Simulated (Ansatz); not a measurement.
## Effect of Ga → Ti on GaAs

The reference is GaAs in the zinc blende structure (space group F-43m, No. 216; a = 5.6590 Å).

It is then changed as follows: Ti takes the place of Ga on all its sites; the structure is relaxed again.

All numbers come from Ansatz (a first-principles code), PBEsol, PAW, cutoff 420 eV, without spin-orbit coupling. Γ-centred 14×14×14 mesh, Fermi–Dirac width 0.05 eV, for the changed cell.

```tsv
quantity	base	changed	shift
density	5.30 g/cm³	4.43 g/cm³	-0.87 g/cm³
space group	F-43m (No. 216)	F-43m (No. 216)	–
shortest interatomic distance	2.450 Å	2.463 Å	+0.013 Å
band gap	0.42 eV	zero	–
```

Final structure:

```yaml
crystal:
  lattice:
    - [0.00000, 2.84427, 2.84427]
    - [2.84427, 0.00000, 2.84427]
    - [2.84427, 2.84427, 0.00000]
  atoms:
    - { symbol: As, position: [0.75000, 0.75000, 0.75000] }
    - { symbol: Ti, position: [0.00000, 0.00000, 0.00000] }
```

No phonon test of stability was made. As relaxed here, TiAs is a hypothetical phase, not in the database extracts checked. All final runs are without spin polarisation. An odd electron count without spin: TiAs. TiAs has a high density of states at the Fermi level and may be magnetic at this level.
